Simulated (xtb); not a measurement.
xtb 6.7.1, GFN2-xTB: W(OH)(OMe)5 (C[O][W]([OH])([O]C)([O]C)([O]C)[O]C), 28 atoms. The geometry is a generated start, not checked to be a minimum at this level.

- method = GFN2-xTB
- --acc = 1 (default)
- --etemp (K) = 300 (default)
- detailed input (--input) = none: ANC optimiser, Lindh (1995) Hessian, microcycle=20, maxdispl=1.0, hlow=0.01 (default)
- basis functions = 70
- valence electrons = 78

```xyz
28

W     -0.2879     0.0669    -0.0895
O     -2.1574     0.4215     0.3137
H     -2.6352     1.1773    -0.0544
O     -0.7322    -1.2615    -1.3504
C     -1.7329    -2.2014    -1.0871
H     -2.6325    -1.6939    -0.6855
H     -2.0045    -2.7399    -2.0090
H     -1.3711    -2.9338    -0.3429
O     -0.2991    -1.2383     1.2310
C     -0.7489    -0.9980     2.5312
H     -0.8607    -1.9456     3.0833
H     -0.0287    -0.3549     3.0688
H     -1.7298    -0.4857     2.4887
O      0.2325     1.3476     1.2128
C      0.9914     2.4605     0.8455
H      0.3790     3.1629     0.2515
H      1.3576     2.9863     1.7424
H      1.8623     2.1455     0.2370
O      1.5396    -0.1805    -0.5328
C      2.3867    -0.8343     0.3648
H      2.0846    -1.8934     0.4739
H      3.4271    -0.8035    -0.0004
H      2.3487    -0.3409     1.3583
O     -0.4383     1.4114    -1.4017
C      0.1443     1.2225    -2.6577
H     -0.2795     0.3181    -3.1328
H     -0.0520     2.0917    -3.3051
H      1.2370     1.0931    -2.5537
```

Charge 0 and multiplicity 1 are set for this test and not shown to be the ground state.

The structure is relaxed from this start with --opt LEVEL for the levels crude, sloppy, loose, lax, normal, tight, vtight, extreme, once each. Up to the end of the extreme run atoms move by at most 1.5 Å along an axis.

Which level is enough to come within 5 meV of the tightest end point?

tight: 57 cycles against 68, ending 0.022 meV above.

```csv
level,cycles,energy above the extreme run (meV),gradient norm (eV/Å)
crude,1,82,0.16
sloppy,1,82,0.16
loose,1,82,0.16
lax,10,76,0.048
normal,14,75,0.028
tight,57,0.022,0.016
vtight,62,under 0.01,0.0040
extreme,68,—,0.0013
```
